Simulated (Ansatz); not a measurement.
For β-phase InSe (model structure), LDA in Ansatz (PAW) gives:

| Quantity | Value |
|---|---|
| equilibrium lattice constant a | 3.966 Å |
| c axis length | 16.458 Å |

Question: What does r²SCAN-D4 (Ansatz, a program for electronic structure, PAW) give for the same quantities?

Answer: 
- lattice constant a: 4.027 Å (goes up by 1.5 %)
- lattice parameter c: 17.055 Å (increases by 3.6 %)

Changes are worked out from the printed values.

Unless a cell is named, each level is at its own relaxed cell (LDA 28.03, r²SCAN-D4 29.94 Å³/atom).

Ansatz's density-functional and Hartree–Fock values are scalar-relativistic unless marked +SOC, with PAW data made under PBE.

A model structure was made by putting elements into a prototype or built by hand; it is no filed structure, need not be a known phase, and can be a saddle point held by its symmetry.
